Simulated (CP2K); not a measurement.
Band structure of Ca3Eu (Pm-3m, 4 atoms in the cell).

```
CELL_PARAMETERS angstrom
      5.53676     0.00000     0.00000
      0.00000     5.53676     0.00000
      0.00000     0.00000     5.53676
ATOMIC_POSITIONS crystal
  Ca 0.50000 0.00000 0.50000
  Ca 0.00000 0.50000 0.50000
  Ca 0.50000 0.50000 0.00000
  Eu 0.00000 0.00000 0.00000
```
Moments meant for the start (each program seeds them in its own way; μB, in the order of the atoms Ca Ca Ca Eu): 0.0 0.0 0.0 7.0.

Method of the run: LDA (Pade form), GPW, DZVP-MOLOPT-SR-GTH basis, GTH-PADE potentials (GTH_POTENTIALS) run with CP2K.

Settings: UKS = T; CUTOFF = 800 Ry; REL_CUTOFF = 50 Ry; SMEAR/METHOD = GAUSSIAN; SIGMA = 0.136 eV; KPOINTS/SCHEME = MONKHORST-PACK 4 4 4; GAMMA_CENTERED = T; XC_FUNCTIONAL = PADE; Ca/BASIS_SET = DZVP-MOLOPT-SR-GTH-q10; Ca/POTENTIAL = GTH-PADE-q10; Eu/BASIS_SET = DZVP-MOLOPT-SR-GTH-q17; Eu/POTENTIAL = GTH-PADE-q17; MULTIPLICITY = 8; METHOD = GPW.

The starting cell comes from a database of computed structures (which also holds hypothetical and non-ambient phases and stackings), without a prior relaxation at this level. Its lattice was rescaled by a random factor within 2.5 % of one. Spin-orbit coupling is off. With one magnetic atom in the cell only a parallel order is possible. With U or open f shells several self-consistent states can exist. The f electrons are in the valence without U or exact exchange, which can misplace them near the Fermi level. Spin-orbit terms, which matter for f shells, are left out. Values carry the incompleteness of an atom-centred basis.

Levels in eV from the Fermi level, bands 24 to 29 of the first spin channel:
| point | 24 | 25 | 26 | 27 | 28 | 29 |
|---|---|---|---|---|---|---|
| Γ | -1.22 | -0.89 | -0.89 | -0.45 | 0.26 | 0.26 |
| X | -1.22 | -1.22 | -0.26 | 0.26 | 0.36 | 0.36 |
| M | -1.23 | -1.21 | -1.20 | -1.20 | 0.60 | 0.60 |
| R | -1.22 | -1.22 | -1.22 | -1.01 | -0.14 | 0.05 |

Bands cross the Fermi level along this path, so the cell is metallic at this level.

Higher empty bands are left out: an atom-centred basis made for the valence describes them poorly.

The net moment of the cell came out as 7.59 μB.
